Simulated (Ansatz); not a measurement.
Data:

```xyz
2
Lattice="0.0000 2.5561 2.5561 2.5357 0.0000 2.5561 2.5357 2.5561 0.0000" Properties=species:S:1:pos:R:3 pbc="T T T"
Cl     0.0000     0.0000     0.0000
Li     2.5357     2.5561     2.5561
```

No spin polarisation.

All numbers come from r2SCAN in Ansatz (plane waves to 500 eV, PAW, without spin-orbit coupling). k-mesh 11×11×11 (Γ-centred); smearing 0.05 eV (Fermi–Dirac).

Problem. What is the computed stress (xx, yy, zz, yz, xz, xy; compression positive)?

Solution. (0.51, 0.18, 0.18, 0.00, 0.00, 0.00) GPa.

Problem. Predict the electron mass.

Solution. 0.47 mₑ (at Γ).

The levels and masses belong to the bands next to the band gap. The cells carry an imposed strain or load. Masses are band curvatures over ±0.01 Å⁻¹ around the edge. No phonon test of stability was made. The cell was made from LiCl in the rock salt structure (space group Fm-3m, No. 225) by this change: uniaxial strain ε_xx = −0.80 %.

Ansatz is a program for electronic structure.
